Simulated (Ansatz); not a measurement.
Consider PbSe in the rock salt structure (space group Fm-3m, No. 225; a = 6.041 Å). Axes: x, y, z lie along the cube axes.

Method: Kohn–Sham DFT with the LDA functional, run in Ansatz (a quantum-chemistry and plane-wave program) with PAW and 420 eV plane waves, no spin-orbit coupling.

For the base:

```
Property            Value
---------------  --------
Pressure          0.0 GPa
Volume per atom  27.55 Å³
```

One thing is altered: tensile biaxial strain of 0.50 % in the plane normal to [001], as in epitaxy on a mismatched substrate; the out-of-plane cell vector and the atoms relax.

**Question.** What does the calculation give for the pressure, volume per atom and energy relative to the base after the change?

**Answer.** The pressure (mean of the normal stresses, compression positive) goes from zero to -0.5 GPa; the volume per atom rises by 0.26 Å³ (27.55 Å³ → 27.81 Å³); the energy grows by 0.7 meV/atom.

No phonon test of stability was made. The final runs are not spin-polarised. Gaps under 0.05 eV, about the width of the smearing, are given as zero.
